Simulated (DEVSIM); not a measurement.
Device: illuminated Si n-on-p cell, one wavelength, at 350 K.

Layer 1 from the left is Si, thickness (μm) 0.260, Nd (cm⁻³) 7e18, τn (s) 1.1e-7, τp (s) 5e-8, absorption coefficient (cm⁻¹) 3700. Layer 2 from the left is Si, thickness (μm) 51.0, Na (cm⁻³) 1.1e16, τn (s) 4.2e-7, τp (s) 4.2e-7, absorption coefficient (cm⁻¹) 3700.

Left contact: ohmic, minority hole recombination velocity 200 cm/s. Right contact: ohmic, minority electron recombination velocity 4e6 cm/s. Voltage is applied to the left contact. Recombination: SRH at mid-gap, radiative, Auger. Light enters at the left, 4.3e17 photons cm⁻² s⁻¹, one pass, no reflection. Mobility is constant in doping.

Constants are typed, rounded textbook-type inputs, not results; the design itself was drawn at random and stands for no fabricated device. Values at 300 K; Nc and Nv go as T^1.5, mobilities as T to minus their exponent, the gap by Varshni's rule with the affinity fixed.

Si: gap (eV) 1.124, affinity (eV) 4.05, permittivity 11.7, Nc (cm⁻³) 2.86e19, Nv (cm⁻³) 3.1e19, μn (cm²/Vs) 1417, μp (cm²/Vs) 470, T exponent of μn 2.3, T exponent of μp 2.2, B (cm³/s) 4.7e-15, Cn (cm⁶/s) 2.8e-31, Cp (cm⁶/s) 9.9e-32, Varshni α (eV/K) 0.000473, Varshni β (K) 636.

Model (solved in DEVSIM): 1D drift-diffusion, Boltzmann statistics, complete ionisation; no tunnelling, impact ionisation, image-force lowering or self-heating.

What does the simulation give for the short-circuit current, the dark forward voltage at 100 A/cm², the open-circuit voltage, the dark forward voltage at 1 A/cm²?

short-circuit current 64.4 mA/cm²; dark forward voltage at 100 A/cm² 0.769 V; open-circuit voltage 0.452 V; dark forward voltage at 1 A/cm² 0.539 V.
